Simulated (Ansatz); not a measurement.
PdSb (model structure, started from the CsCl type, Pm-3m, No. 221, 2 atoms in the cell): equilibrium lattice constant a by level of theory

No measured value is used here.

```csv
level (code),value (Å)
LDA (Ansatz),(withheld)
PBE (Ansatz),3.412
PBE-D3(BJ) (Ansatz),3.362
r²SCAN (Ansatz),3.390
r²SCAN+rVV10 (Ansatz),3.375
```

Task: What belongs in the gaps?

Result: 
- LDA (Ansatz, an electronic-structure program), value (Å): 3.331

The crystal itself was run without spin with LDA, PBE, PBE-D3(BJ), r²SCAN, r²SCAN+rVV10; a magnetic state was not tried in these runs. Cutoffs differ between the levels. Ansatz's density-functional and Hartree–Fock values are scalar-relativistic unless marked +SOC, with PAW data made under PBE.

A model structure was made by putting elements into a prototype or built by hand; it is no filed structure, need not be a known phase, and can be a saddle point held by its symmetry.
